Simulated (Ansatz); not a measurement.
# Response to strain in WC

Take WC (space group P-6m2, No. 187; a = 2.913 Å, c = 2.835 Å; relaxed with 0.1 eV smearing) as the base. Axes: x lies along a and z along c of the hexagonal cell.

Strains are applied to the cell and any free atomic positions relax.

Calculations: r2SCAN in Ansatz (plane waves to 500 eV, PAW, no spin-orbit coupling).

Notes on the quantities. energy relative to the base: free energy F.

```tsv
uniaxial strain ε_xx (%)	energy relative to the base (meV/atom)
0	0.0
0.5	0.6
1	2.3
1.5	?
2	9.1
2.5	14.1
3	20.1
```

Question: Fit ΔE = Aε² + Bε³ (ε in %) to the rows shown and predict the withheld row.

Answer: Least squares on the printed values gives A = 2.36 and B = -0.041 meV/atom (largest residual 0.0 meV/atom); this predicts 5.2 meV/atom, and the run gives 5.2 meV/atom, in agreement.

Stability against distortions was not tested. All final runs are without spin polarisation.

Ansatz is a quantum-chemistry and plane-wave program.
